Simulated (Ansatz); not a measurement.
## Al2O3 under a change: isotropic strain +2.25 %

The parent structure is Al₂O₃ in the corundum structure (space group R-3c, No. 167; a = 4.809 Å, c = 13.124 Å (hexagonal axes)).

Perturbation: the cell is scaled by 1.0225 in all directions, atoms relaxed at fixed cell.

Level of theory: DFT with PBE, PAW potentials and a 420 eV plane-wave cutoff in Ansatz (an electronic-structure program), scalar-relativistic without spin-orbit coupling. Γ-centred 8×8×8 mesh, Fermi–Dirac width 0.05 eV.

```json
[
 {"quantity": "volume per atom", "base": "8.76 Å³", "changed": "9.37 Å³", "shift": "+0.605 Å³"},
 {"quantity": "space group", "base": "R-3c (No. 167)", "changed": "R-3c (No. 167)", "shift": "–"},
 {"quantity": "energy relative to the base (free energy F)", "base": "0 meV/atom", "changed": "+27 meV/atom", "shift": "+27 meV/atom"},
 {"quantity": "pressure (mean of the normal stresses, compression positive)", "base": "0.00 GPa", "changed": "-13.44 GPa", "shift": "-13.44 GPa"},
 {"quantity": "band gap", "base": "5.85 eV", "changed": "5.04 eV", "shift": "-0.81 eV"},
 {"quantity": "width of the top valence band", "base": "0.60 eV", "changed": "0.54 eV", "shift": "-0.06 eV"},
 {"quantity": "electron mass", "base": "0.38 mₑ along c, 0.36 mₑ across (at Γ)", "changed": "0.34 mₑ (at Γ)", "shift": "–"}
]
```

Final structure:

```
Al2O3
1.0
    2.45851     1.41942     4.47304
   -2.45851     1.41942     4.47304
    0.00000    -2.83885     4.47304
Al O
4 6
Direct
  0.64770   0.64770   0.64770
  0.14770   0.14770   0.14770
  0.35230   0.35230   0.35230
  0.85230   0.85230   0.85230
  0.75000   0.44451   0.05549
  0.05549   0.75000   0.44451
  0.25000   0.55549   0.94451
  0.55549   0.94451   0.25000
  0.94451   0.25000   0.55549
  0.44451   0.05549   0.75000
```

Masses are band curvatures over ±0.01 Å⁻¹ around the edge. Gaps are read on the SCF mesh and a high-symmetry path. No phonon test of stability was made.
